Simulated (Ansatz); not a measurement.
Consider BN in the zinc blende structure (space group F-43m, No. 216; a = 3.6057 Å).

Computed with plane-wave PAW DFT at the PBEsol level (Ansatz, a program for electronic structure, 420 eV), spin-orbit coupling left out.

For the base:

The width of the top valence band comes out as 6.64 eV and the gap character comes out as indirect, Γ → X.

The change: every lattice vector is stretched by 2.00 %; the atoms relax in the strained cell.

Q: What happens to the width of the top valence band, energy relative to the base, mean gap deformation potential ΔEg/Δln V and gap character?

A: The width of the top valence band drops by 0.41 eV, from 6.64 eV to 6.23 eV; the energy goes up by 24 meV/atom; the mean gap deformation potential ΔEg/Δln V comes out as -1.1 eV; the gap character stays indirect, Γ → X.

Whether these cells are dynamically stable was not tested.
